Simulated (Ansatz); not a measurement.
# Mg (model structure, started from the diamond type, Fd-3m, No. 227, 2 atoms in the cell)

These are PBEsol (Ansatz, a program for electronic structure, plane waves, PAW) values and carry that method's errors.

Numerical settings: plane-wave cutoff 520 eV, 16×16×16 k mesh, Fermi–Dirac smearing 0.05 eV, scalar-relativistic PAW data made under PBE.

Cell (relaxed at this level):

```yaml
crystal:
  lattice:
    - [0.00000, 3.38711, 3.38711]
    - [3.38711, 0.00000, 3.38711]
    - [3.38711, 3.38711, 0.00000]
  atoms:
    - { symbol: Mg, position: [0.25000, 0.25000, 0.25000] }
    - { symbol: Mg, position: [0.00000, 0.00000, 0.00000] }
```

```yaml
band_gap: none
bulk_modulus: 12.2 GPa
```

Note: the bulk modulus is −V dP/dV from two relaxed cells at ±2 % in volume; the relaxation could raise the start's symmetry but not lower it, so the cell can be a saddle point.

Static lattice: no zero-point or thermal effects.

A model structure was made by putting elements into a prototype or built by hand; it is no filed structure, need not be a known phase, and can be a saddle point held by its symmetry.
